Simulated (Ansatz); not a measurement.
Quick settings and what they miss: SrSi (Cmcm, 4 atoms in the cell)

Self-consistent single point.

```yaml
crystal:
  lattice:
    - [2.40763, -5.64367, 0.00000]
    - [2.40763, 5.64367, 0.00000]
    - [0.00000, 0.00000, 4.04446]
  atoms:
    - { symbol: Sr, position: [0.36129, 0.63871, 0.25000] }
    - { symbol: Sr, position: [0.63871, 0.36129, 0.75000] }
    - { symbol: Si, position: [0.06371, 0.93629, 0.25000] }
    - { symbol: Si, position: [0.93629, 0.06371, 0.75000] }
```

Computed with LDA (PW92), harder PAW files (source: ansatz) made with PBE (plane waves; Ansatz, a program for electronic structure).

Base settings: basis.ecutwfc = 460 eV; kpoints.mp_grid.grid = 8 8 8; kpoints.mp_grid.shift = 0.5 0.5 0.5; hamiltonian.xc = lda; hamiltonian.pseudopotentials = {kind: paw, source: ansatz}; scf.occupations.method = gaussian; scf.occupations.width = 0.2 eV.

Tight run (finer mesh or higher cutoff; not a proven limit): basis.ecutwfc: 460 eV → 645 eV; kpoints.mp_grid.grid: 8 8 8 → 11 11 11; scf.convergence.dr2_threshold: default (1e-07 eV) → 1e-09 eV. It gave Fermi level (on the code's own zero) 7.64 eV; pressure -2.70 GPa; largest force (vector length) 0.011 eV/Å.

Quick runs, as changes from the base:
- A: the base itself
- B: basis.ecutwfc: 460 eV → 275 eV; kpoints.mp_grid.grid: 8 8 8 → 6 6 6
- C: basis.ecutwfc: 460 eV → 320 eV; kpoints.mp_grid.grid: 8 8 8 → 4 4 4
- D: basis.ecutwfc: 460 eV → 320 eV; hamiltonian.xc: lda → pbesol; scf.occupations.width: 0.2 eV → 0.272 eV [PBEsol]
- E: basis.ecutwfc: 460 eV → 370 eV; kpoints.mp_grid.grid: 8 8 8 → 2 2 2
- F: basis.ecutwfc: 460 eV → 230 eV; scf.occupations.method: gaussian → methfessel_paxton; scf.occupations.width: 0.2 eV → 0.272 eV; scf.convergence.dr2_threshold: default (1e-07 eV) → 0.001 eV

Energies are extrapolated to zero smearing width, which holds to low order in the width alone.

Dashes: energy of D, another energy zero.

† marks runs with another functional, U, potentials or spin treatment: their distance from the tight run is not a convergence error alone.

The count of work is k-points × plane waves × bands × iterations; it is no time. 

Pressures in the table are Ansatz's without its Pulay estimate, at a fixed set of plane waves; the tight run's value above holds the estimate.

The starting cell comes from a database of computed structures (which also holds hypothetical and non-ambient phases and stackings), without a prior relaxation at this level. Its lattice was rescaled by a random factor within 2.5 % of one.

```csv
run,energy less tight (meV/atom),pressure less tight (GPa),largest miss in a force vector (eV/Å),count of work / tight
A,1.8,-0.03,0.008,0.17
B,31.1,-0.90,0.064,0.037
C,-5.8,-0.22,0.132,0.015
D†,–,1.29,0.048,0.12
E,84.8,0.19,0.432,0.0032
F,123.9,-3.69,0.015,0.035
```

Among the runs at the tight run's level, the energy misses run from 1.8 to 123.9 meV/atom.

Keys are those of Ansatz 0.2.
